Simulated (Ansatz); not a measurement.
**What S → Se does to HgS**

Start from HgS in the zinc blende structure (space group F-43m, No. 216; a = 5.876 Å).

It is then changed as follows: Se takes the place of S on all its sites, then cell and atoms are relaxed.

Level of theory: DFT with PBEsol, PAW potentials and a 420 eV plane-wave cutoff in Ansatz (a first-principles code), without spin-orbit coupling. k-mesh 9×9×9 (Γ-centred); smearing 0.05 eV (Fermi–Dirac), for the changed cell.

| quantity | base | changed | shift |
|---|---|---|---|
| density | 7.62 g/cm³ | 8.05 g/cm³ | +0.43 g/cm³ |
| lattice parameter a | 5.876 Å | 6.133 Å | +0.257 Å |
| space group | F-43m (No. 216) | F-43m (No. 216) | – |
| shortest interatomic distance | 2.544 Å | 2.656 Å | +0.1115 Å |
| band gap | zero | zero | – |

Spin-orbit coupling, missing from the scalar runs, can matter with Hg. Stability against distortions was not tested. All final runs are without spin polarisation. The zero or small gap of HgSe and HgS can change with the level of theory.
